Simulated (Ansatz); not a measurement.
## SiO₂ in the rutile structure (space group P4_2/mnm, No. 136)

```xyz
6
Lattice="4.1848 0.0000 0.0000 0.0000 4.1848 0.0000 0.0000 0.0000 2.6684" Properties=species:S:1:pos:R:3 pbc="T T T"
Si     2.0924     2.0924     1.3342
Si     0.0000     0.0000     0.0000
O      3.3733     3.3733     1.3342
O      1.2810     2.9038     0.0000
O      2.9038     1.2810     0.0000
O      0.8114     0.8114     1.3342
```

The values are results of r2SCAN in Ansatz (plane waves to 500 eV, PAW, without spin-orbit coupling), earlier PAW set, not measurements. Γ-centred 8×8×12 mesh, Fermi–Dirac width 0.05 eV.

```json
{
 "volume_per_atom": "7.79 Å³",
 "density": "4.27 g/cm³",
 "band_gap": "6.53 eV, direct at Γ",
 "electron_mass": "0.38 mₑ along c, 0.48 mₑ across",
 "hole_mass": "1.7 mₑ along c, 1.1 mₑ across",
 "Lowest conduction-band minima above the VBM": "Γ 6.53 eV",
 "total_energy": "-593.224 eV/atom (σ→0; compares only within this code and set-up)"
}
```

Effective masses come from finite differences of ±0.01 Å⁻¹. Stability against distortions was not tested.

Ansatz is a program for electronic structure.
